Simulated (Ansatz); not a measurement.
PtAg3 (Pm-3m, No. 221, 4 atoms in the cell; start mp-12065), treated with LDA (plane waves, PAW; Ansatz, a quantum-chemistry and plane-wave program).

Numerical settings: plane-wave cutoff 520 eV, 14×14×14 k mesh, Fermi–Dirac smearing 0.05 eV, no spin polarisation, scalar-relativistic PAW data made under PBE.

Cell (relaxed at this level):

```xyz
4
Lattice="3.9656 0.0000 0.0000 0.0000 3.9656 0.0000 0.0000 0.0000 3.9656" Properties=species:S:1:pos:R:3 pbc="T T T"
Ag     0.0000     1.9828     1.9828
Ag     1.9828     0.0000     1.9828
Ag     1.9828     1.9828     0.0000
Pt     0.0000     0.0000     0.0000
```

Problem. Give the computed bulk modulus.

Solution. 
* **bulk modulus**: 174 GPa

The run finds no gap.

Note: the bulk modulus is −V dP/dV from two relaxed cells at ±2 % in volume; the relaxation could not lower the start's symmetry, so the cell can be a saddle point above a distorted one.

Spin–orbit coupling is not included.

The result took very roughly 2.5 core-minutes.

A start named mp-… is a Materials Project structure, which need not be a measured phase.
